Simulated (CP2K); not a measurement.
Input and output of a self-consistent single point for ZnS (P6_3mc, 8 atoms in the cell) (CP2K).

Method of the run: LDA (Pade form), GPW, DZVP-MOLOPT-SR-GTH basis, GTH-PADE potentials (GTH_POTENTIALS) (CP2K 2026.2).

```
ZnS
1.0
    3.80895     0.00000     0.00000
   -1.90447     3.29865     0.00000
    0.00000     0.00000    12.45260
Zn S
4 4
Direct
  0.66667   0.33333   0.74993
  0.33333   0.66667   0.24993
  0.00000   0.00000   0.50000
  0.00000   0.00000   0.00000
  0.66667   0.33333   0.93773
  0.33333   0.66667   0.43773
  0.00000   0.00000   0.68734
  0.00000   0.00000   0.18734
```

Reference input (self-consistent single point, DFT PBE, GPW, DZVP-MOLOPT-SR-GTH basis, GTH-PBE potentials (GTH_POTENTIALS)): CUTOFF = 600 Ry; REL_CUTOFF = 60 Ry; KPOINTS/SCHEME = MONKHORST-PACK 7 7 2; GAMMA_CENTERED = T; XC_FUNCTIONAL = PBE; Zn/BASIS_SET = DZVP-MOLOPT-SR-GTH; Zn/POTENTIAL = GTH-PBE-q12; S/BASIS_SET = DZVP-MOLOPT-SR-GTH; S/POTENTIAL = GTH-PBE-q6; METHOD = GPW; EPS_DEFAULT = 1e-11; NGRIDS = 5. This run's input differs from it in these lines:

```diff
@@ -39,3 +39,3 @@
     &XC
-      &XC_FUNCTIONAL PBE
+      &XC_FUNCTIONAL PADE
       &END XC_FUNCTIONAL
@@ -76,3 +76,3 @@
       BASIS_SET DZVP-MOLOPT-SR-GTH
-      POTENTIAL GTH-PBE-q12
+      POTENTIAL GTH-PADE-q12
     &END KIND
@@ -80,3 +80,3 @@
       BASIS_SET DZVP-MOLOPT-SR-GTH
-      POTENTIAL GTH-PBE-q6
+      POTENTIAL GTH-PADE-q6
     &END KIND
```

The program printed (abridged):

```
 SCF WAVEFUNCTION OPTIMIZATION

  Step     Update method      Time    Convergence         Total energy    Change
     1 NoMix/Diag. 0.40E+00      -     1.64548537      -283.3653547933 -2.83E+02
     2 Broy./Diag. 0.40E+00      -     0.09656172      -283.8603969374 -4.95E-01
     3 Broy./Diag. 0.40E+00      -     0.01600193      -283.0090093355  8.51E-01
     4 Broy./Diag. 0.40E+00      -     0.01427274      -283.0782911817 -6.93E-02
     5 Broy./Diag. 0.40E+00      -     0.00434298      -283.1000019829 -2.17E-02
     6 Broy./Diag. 0.40E+00      -     0.00025773      -283.0613380094  3.87E-02
     7 Broy./Diag. 0.40E+00      -     0.00003377      -283.0583510011  2.99E-03
     8 Broy./Diag. 0.40E+00      -     0.00000627      -283.0584161878 -6.52E-05
     9 Broy./Diag. 0.40E+00      -     0.00000080      -283.0584831792 -6.70E-05
  *** SCF run converged in     9 steps ***

  Overlap energy of the core charge distribution:               0.00000000651690
  Self energy of the core charge distribution:               -415.31939091414665
  Core Hamiltonian energy:                                    122.40115057760947
  Hartree energy:                                              53.95587341352029
  Exchange-correlation energy:                                -44.09611626269127

  Total energy:                                              -283.05848317919123

 ENERGY| Total FORCE_EVAL ( QS ) energy [hartree]           -283.058486240110199

 FORCES| Atomic forces [hartree/bohr]
 FORCES|   Atom     x               y               z               |f|
 FORCES|      1 -1.87995747E-07  9.84719764E-08  1.43452586E-04   1.43452742E-04
   [... lines left out ...]

 STRESS| Analytical stress tensor [bar]
 STRESS|                        x                   y                   z
 STRESS|      x       -3.52425877931E+04  -3.90178048464E-01  -4.17890254503E-10
 STRESS|      y       -3.90178048464E-01  -3.52428354304E+04   1.45652870184E-04
 STRESS|      z       -4.17890254503E-10   1.45652870184E-04  -3.41780523350E+04
 STRESS| 1/3 Trace                                            -3.48878251862E+04
```

The run converged in 9 iterations. Against the reference run the pressure goes from 2.65 to -3.49 GPa, the largest force moves little (0.015 to 0.014 eV/Å) and the gap on the mesh goes from 2.168 to 1.898 eV.

The starting cell comes from a database of computed structures (which also holds hypothetical and non-ambient phases and stackings), without a prior relaxation at this level. Values carry the incompleteness of an atom-centred basis. With a pressure of about -3 GPa the cell is away from its equilibrium volume at this level.

Cost on one core of a shared machine: roughly 90 s.
